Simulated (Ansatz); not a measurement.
# Lattice thermal conductivity of GaP (zinc blende, F-43m)

Method: the linearised phonon Boltzmann equation (three-phonon plus isotope scattering); PBEsol density-functional theory in Ansatz (plane waves, PAW); third-order constants from a 54-atom supercell out to 5.1 Å, harmonic mesh 6×6×6, k mesh 6×6×6, scattering mesh 17×17×17. Dynamical quadrupoles are not included in the interpolation of the phonons between the solved wave vectors. Unless called populations, κ holds the coherence term between modes besides the Boltzmann populations. The cell is strained isotropically by 2 % in length.

| T (K) | κ (W/m/K) | κ, relaxation time | coherences (mean) |
|---|---|---|---|
| 100 | 340 | 330 | 0.0045 |
| 150 | 180 | 180 | 0.010 |
| 200 | 130 | 120 | 0.016 |
| 250 | 99 | 96 | 0.021 |
| 300 | 81 | 79 | 0.025 |
| 400 | 61 | 59 | 0.034 |
| 500 | 48 | 47 | 0.042 |
| 600 | 40 | 39 | 0.049 |
| 800 | 30 | 29 | 0.062 |
| 1000 | 24 | 24 | 0.075 |

highest phonon frequency: 11.0 THz
exponent n of κ ∝ T⁻ⁿ above 300 K: 1.00

Supercell, cutoff and meshes were set by a common rule and not converged for this crystal in particular.

The crystal is held in this phase throughout; melting and phase transitions are not modelled.

The PAW data sets were generated under PBE and serve the other functionals too.

Ansatz is a first-principles code.
